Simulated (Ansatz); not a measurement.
Consider WSe2 (space group Fm-3m, No. 225; a = 6.168 Å; ferromagnetic; a hypothetical phase, not in the database extracts checked).

Modification: a hydrostatic pressure of 100 GPa.

Levels (all Ansatz, a program for electronic structure, PAW, earlier PAW set): PBEsol (420 eV, spin-orbit coupling left out); r2SCAN (500 eV, no SOC).

The geometry is relaxed with PBEsol.

| Quantity | Value |
|---|---|
| PBEsol magnetic state | non-magnetic |
| PBEsol pressure | 100.0 GPa |
| PBEsol largest site moment | 0.00 μB |

With r2SCAN at the same geometry, the magnetic state remains non-magnetic; the pressure increases by 8.0 GPa (100.0 GPa → 108.0 GPa); the largest site moment stays 0.00 μB.

Other magnetic orders, which the real material may have, were not ruled out. Single points use the geometry relaxed with PBEsol. Their cutoffs differ, which shifts pressures a little. Load acts through the strain it causes; cell and atoms are relaxed under it. Whether these cells are dynamically stable was not tested. Competing high-pressure phases were not computed. Starting moments died away, wholly or in part, for pressure 100 GPa and r2SCAN; another magnetic solution may exist.
